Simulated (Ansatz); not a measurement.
Band structure of S (P6_3/mmc, 4 atoms in the cell).

```yaml
crystal:
  lattice:
    - [2.80599, 0.00000, 0.00000]
    - [-1.40300, 2.43006, 0.00000]
    - [0.00000, 0.00000, 9.02830]
  atoms:
    - { symbol: S, position: [0.00000, 0.00000, 0.00000] }
    - { symbol: S, position: [0.00000, 0.00000, 0.50000] }
    - { symbol: S, position: [0.33333, 0.66667, 0.25000] }
    - { symbol: S, position: [0.66667, 0.33333, 0.75000] }
```

Method: revPBE, harder PAW files (source: ansatz) made with PBE (plane waves; Ansatz, a first-principles code).

Settings: basis.ecutwfc = 510 eV; kpoints.mp_grid.grid = 7 7 2; hamiltonian.xc = revpbe; hamiltonian.pseudopotentials = {kind: paw, source: ansatz}; scf.occupations.method = gaussian; scf.occupations.width = 0.2 eV; kpoints.band_path.npoints = 6.

The starting cell was generated: these elements placed on a structure prototype, without a prior relaxation; it need not be a known phase or ordering of this composition. Its lattice was rescaled by a random factor within 2.5 % of one.

Levels in eV from the Fermi level, bands 9 to 15:
```json
[
 {"point": "Γ", "9": "1.69", "10": "2.30", "11": "2.30", "12": "2.37", "13": "2.37", "14": "3.12", "15": "3.12"},
 {"point": "M", "9": "-3.25", "10": "-2.40", "11": "-1.10", "12": "0.08", "13": "0.10", "14": "0.32", "15": "1.30"},
 {"point": "K", "9": "-5.56", "10": "-3.88", "11": "-2.92", "12": "-2.92", "13": "-2.21", "14": "-0.52", "15": "-0.52"},
 {"point": "A", "9": "1.87", "10": "1.87", "11": "1.87", "12": "1.87", "13": "2.87", "14": "2.87", "15": "2.87"},
 {"point": "L", "9": "-1.74", "10": "-1.74", "11": "-0.78", "12": "-0.78", "13": "-0.14", "14": "-0.14", "15": "1.25"},
 {"point": "H", "9": "-4.32", "10": "-4.32", "11": "-4.07", "12": "-4.07", "13": "-0.19", "14": "-0.19", "15": "0.09"}
]
```

Bands cross the Fermi level along this path, so the cell is metallic at this level.

Keys are those of Ansatz 0.2.
